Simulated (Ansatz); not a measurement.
Data:

A slab with vacuum along the third vector:

```xyz
7
Lattice="2.2616 0.0000 0.0000 -1.1308 1.9586 0.0000 0.0000 0.0000 27.0000" Properties=species:S:1:pos:R:3 pbc="T T T"
Be     1.1308     0.6529     8.0663
Be     0.0000     1.3058     9.9032
Be     1.1308     0.6529    11.7063
Be     0.0000     1.3058    13.5000
Be     1.1308     0.6529    15.2937
Be     0.0000     1.3058    17.0968
Be     1.1308     0.6529    18.9337
```

Model: 7-atom slab, 10.7 Å thick at the start, 19x19x1 mesh, Fermi-Dirac 0.1 eV, dipole correction, all atoms relaxed; symmetry of the start imposed; no spin, no spin-orbit, no U.

### Question
Estimate the work function of the top face that PBE run with Ansatz (a first-principles code) returns for this input.

### Answer
5.30 eV

### Question
What surface energy (mean of both faces) does PBE give?

### Answer
1.82 J/m²
